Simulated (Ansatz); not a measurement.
The parent structure is InAgTe₂ in the chalcopyrite structure (space group I-42d, No. 122).

```
InAgTe2
1.0
   -3.17677     3.17677     6.31871
    3.17677    -3.17677     6.31871
    3.17677     3.17677    -6.31871
In Te Ag
2 4 2
Direct
  0.50000   0.50000   0.00000
  0.25000   0.75000   0.50000
  0.37500   0.36482   0.48982
  0.63518   0.12500   0.01018
  0.87500   0.88518   0.51018
  0.11482   0.62500   0.98982
  0.00000   0.00000   0.00000
  0.75000   0.25000   0.50000
```

Cartesian axes are those of the cell as printed.

All numbers come from LDA in Ansatz (plane waves to 420 eV, PAW, no SOC).

Strains are applied to the cell and any free atomic positions relax; under biaxial strain the out-of-plane vector relaxes too.

One change was made to it. Results:

```json
[
 {"quantity": "energy relative to the base (free energy F)", "base": "0 meV/atom", "after": "+7.6 meV/atom"},
 {"quantity": "pressure (mean of the normal stresses, compression positive)", "base": "0.0 GPa", "after": "-0.8 GPa"},
 {"quantity": "shortest interatomic distance", "base": "2.709 Å", "after": "2.732 Å"}
]
```

Question: Name the change that was made.
A) biaxial strain +0.75 %, plane normal [001], relaxed out of plane
B) biaxial strain +3.00 %, plane normal [001], relaxed out of plane
C) biaxial strain +1.50 %, plane normal [001], relaxed out of plane

Answer: B, biaxial strain +3.00 %, plane normal [001], relaxed out of plane. For comparison, the energy relative to the base in the other runs: biaxial strain +1.50 %, plane normal [001], relaxed out of plane gives +2.0 meV/atom; biaxial strain +0.75 %, plane normal [001], relaxed out of plane gives +0.5 meV/atom.

Stability against distortions was not tested. The final runs are not spin-polarised.

Ansatz is a program for electronic structure.
